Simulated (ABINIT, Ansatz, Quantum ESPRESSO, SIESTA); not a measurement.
**One structure in several programs: CaTcO3 (Cm, 5 atoms in the cell)**

Self-consistent single point.

```
CaTcO3
1.0
    2.78752    -2.78146     0.00000
    2.78752     2.78146     0.00000
   -0.01343     0.00000     3.93869
Ca Tc O
1 1 3
Cartesian
  5.54759   0.00000   0.00650
  2.77065   0.00000   2.02133
  4.16163  -1.39446   2.03469
  4.16163   1.39446   2.03469
  2.79163   0.00000   0.05400
```

Shared settings, as Ansatz (a first-principles code) writes them: kpoints.mp_grid.grid = 6 6 6; scf.occupations.method = gaussian; scf.occupations.width = 0.136 eV. Potentials and cutoffs stand in the table.

```json
[
 {"code": "Ansatz", "model": "PBEsol, PAW files", "pressure (GPa)": "-8.95", "largest force (eV/Å)": "0.061", "cutoff": "500 eV"},
 {"code": "SIESTA", "model": "GGA PBEsol, numerical atomic orbitals TZP, PseudoDojo PBEsol standard norm-conserving potentials (rewritten from UPF to PSML)", "pressure (GPa)": "-4.04", "largest force (eV/Å)": "0.060", "cutoff": "grid 400 Ry"},
 {"code": "Quantum ESPRESSO", "model": "PBEsol, SSSP 1.1.2 precision (PBE) pseudopotentials", "pressure (GPa)": "-8.64", "largest force (eV/Å)": "0.061", "cutoff": "75 Ry"},
 {"code": "ABINIT", "model": "PBEsol, PAW (JTH v2.0 PBE PAW, files made for PBE)", "pressure (GPa)": "-9.60", "largest force (eV/Å)": "0.060", "cutoff": "24 Ha"}
]
```

Size of the force on each atom (eV/Å): Sizes of forces hide their directions.

| code | Ca1 | Tc2 | O3 | O4 | O5 |
|---|---|---|---|---|---|
| Ansatz | 0.061 | 0.029 | 0.026 | 0.026 | 0.029 |
| SIESTA | 0.060 | 0.016 | 0.034 | 0.034 | 0.032 |
| Quantum ESPRESSO | 0.061 | 0.027 | 0.026 | 0.026 | 0.028 |
| ABINIT | 0.060 | 0.030 | 0.024 | 0.024 | 0.028 |

On Ansatz's run: spin polarisation is off; with an odd number of electrons in the cell that forces a metal, and a magnetic state may lie lower.

The spread over the programs that give each value: pressure within 5.56 GPa; largest force within 0.001 eV/Å.

SIESTA uses small atom-centred bases, whose incompleteness enters pressures, forces and empty levels differently from a plane-wave cutoff. Ansatz's pressure is given at a fixed set of plane waves, as the other plane-wave codes print theirs. In the pressure, SIESTA (by 4.91) lies more than 1 GPa from the median of the plane-wave programs. In the force vectors, SIESTA (by 0.120) lies more than 0.08 eV/Å from the median of the plane-wave programs.

The starting cell comes from a database of computed structures (which also holds hypothetical and non-ambient phases and stackings), without a prior relaxation at this level.

Left out of this page: CP2K (unsound by tests on forces, stress, charge or solver warnings).

Keys are those of Ansatz 0.2.
